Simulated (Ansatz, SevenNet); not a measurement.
**L1₀ (CuAu-type) TiAl, c axis length**

Reference value: 4.077 Å (measured, temperature not stated, no zero-point or thermal correction; as tabulated in Zope and Mishin (2003), arXiv:cond-mat/0306298).

| level (code) | value (Å) | difference (%) |
|---|---|---|
| SevenNet-0 | 4.054 | -0.56 |
| PBE (Ansatz) | 4.074 | -0.07 |
| r²SCAN (Ansatz) | 4.062 | -0.37 |
| PBE0 (Ansatz) | 4.074 | -0.07 |
| Hartree–Fock (Ansatz) | 4.312 | +5.76 |

The reference's temperature isn't stated, so close values are not ranked against it. Off by more than 1.75 %, or 2.45 % on the side where a correction would as a rule narrow the miss (bounds picked here): Hartree–Fock (+5.76 %).

The measured value isn't corrected to a static lattice, so vibrations enter the comparison. The crystal itself was run without spin with PBE, r²SCAN, PBE0, Hartree–Fock; a magnetic state was not tried in these runs. PBE0, Hartree–Fock: the run has no spin polarisation, so it can have missed a magnetic state. Cutoffs and k meshes differ between the levels. Ansatz's density-functional and Hartree–Fock values are scalar-relativistic unless marked +SOC, with PAW data made under PBE.

Machine-learned potentials (SevenNet-0) are trained on DFT data: a solid inside that data is no test of them.

Differences are worked out from the printed values.

Ansatz is an electronic-structure program.
